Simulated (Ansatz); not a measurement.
Reference: BP (F-43m), PBEsol, rigid bands (plane waves, PAW, scalar-relativistic; Ansatz, a first-principles code); axes and stresses refer to this cell.

```
CELL_PARAMETERS angstrom
      0.00000     2.26008     2.26008
      2.26008     0.00000     2.26008
      2.26008     2.26008     0.00000
ATOMIC_POSITIONS crystal
  B  0.00000 0.00000 0.00000
  P  0.25000 0.25000 0.25000
```

The hole conductivity mass is 0.39 mₑ. The band gap comes out as 1.11 eV and the Seebeck coefficient, n-type 1e19 cm⁻³ is -336 μV/K.

Change: functional PBE, cell relaxed with it. What happens to hole conductivity mass, band gap, Seebeck coefficient, n-type 1e19 cm⁻³?

hole conductivity mass moves little, to 0.39 mₑ; band gap rises to 1.25 eV; Seebeck coefficient, n-type 1e19 cm⁻³ moves little, to -337 μV/K.

Change: functional r2SCAN on the same cell. What happens to hole conductivity mass, band gap, Seebeck coefficient, n-type 1e19 cm⁻³?

hole conductivity mass drops to 0.36 mₑ; band gap goes up to 1.39 eV; Seebeck coefficient, n-type 1e19 cm⁻³ moves little, to -336 μV/K.

Masses are for dilute carriers at 300 K, harmonic means over directions unless an axis is named. Seebeck coefficients are for the stated density at 300 K, with one relaxation time for all states and whether or not that doping can be reached. Spin-orbit coupling is left out unless a row names it.
